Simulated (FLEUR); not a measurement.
Band structure of Gd3SnC (Pm-3m, 5 atoms in the cell).

```
CELL_PARAMETERS angstrom
      4.94748     0.00000     0.00000
      0.00000     4.94748     0.00000
      0.00000     0.00000     4.94748
ATOMIC_POSITIONS crystal
  Gd 0.50000 0.00000 0.00000
  Gd 0.00000 0.50000 0.00000
  Gd 0.00000 0.00000 0.50000
  Sn 0.50000 0.50000 0.50000
  C  0.00000 0.00000 0.00000
```
Moments meant for the start (each program seeds them in its own way; μB, in the order of the atoms Gd Gd Gd Sn C): 7.0 7.0 7.0 0.0 0.0.

Level of theory: LDA (Vosko-Wilk-Nusair), all-electron FLAPW (FLEUR), scalar-relativistic valence.

Settings: Kmax = 3.8 1/bohr; GmaxXC = 13.3 1/bohr; xcFunctional = vwn; jspins = 2; l_soc = F; mode = hist; fermiSmearingEnergy = 0.00367493 Htr; mesh (inpgen div1-3) = 5 5 5; inpgen gamma flag = false; Gmax = 13.3 1/bohr; numbands = 0; maxIterBroyd = 40; imix = Anderson; alpha = 0.05.

The starting cell comes from a database of computed structures (which also holds hypothetical and non-ambient phases and stackings), without a prior relaxation at this level. Spin-orbit coupling is off. The f electrons are in the valence without U or exact exchange, which can misplace them near the Fermi level. Spin-orbit terms, which matter for f shells, are left out. Values depend on the basis (sphere radii, cutoffs, local orbitals), which need not be converged.

Levels in eV from the Fermi level, bands 43 to 50 of the first spin channel:
```tsv
point	43	44	45	46	47	48	49	50
Γ	-0.89	-0.89	-0.89	-0.62	-0.62	-0.62	0.95	0.95
X	-1.53	-1.53	-0.98	-0.98	-0.41	0.17	1.25	1.63
M	-2.05	-2.05	-1.90	-1.71	1.15	1.15	1.18	1.18
R	-3.92	-1.33	-1.33	-1.33	0.64	0.64	0.64	1.27
```
